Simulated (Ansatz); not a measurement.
The starting structures come from a database of crystals and need not be the phases stable at ambient conditions.

Tunnelling through a barrier is set by its complex band structure: the current falls as exp(−2κd) with the smallest κ.

```xyz
14
Lattice="6.3399 0.0000 0.0000 0.0000 8.7824 0.0000 0.0000 4.3912 2.8980" Properties=species:S:1:pos:R:3 pbc="T T T"
Mg     3.1700     0.0000     0.0000
Mg     0.0000     0.0000     0.0000
V      4.7549    10.0422     2.8980
V      1.5850     3.1314     0.0000
Cu     4.7549     2.9294     0.0000
Cu     1.5850     5.8530     0.0000
O      4.7549     4.5973     1.4670
O      1.5850     8.5763     1.4310
O      1.5850     4.1851     1.4670
O      4.7549     8.9885     1.4310
O      3.3532     6.6736     0.0000
O      2.9867     2.1088     0.0000
O      0.1832     2.1088     0.0000
O      6.1567     6.6736     0.0000
```

Space group of this cell: Cmcm. The cell is taken as given; by r2SCAN its mean pressure is -8.9 GPa.

Transport runs along the normal of the first two printed cell vectors.

No gap correction and no spin-orbit coupling; mid-gap values are interpolated between computed energies.

Q: Give the band gap and the smallest decay constant κ at mid-gap that r2SCAN run with Ansatz (a quantum-chemistry and plane-wave program) yields.

A: Gap 1.21 eV on a 6×10×10 mesh; κ = 0.427 1/Å, at (0.000, 0.250) of the in-plane reciprocal vectors. At the zone centre, at the nearest computed energy, the slowest state has κ = 0.47 1/Å.
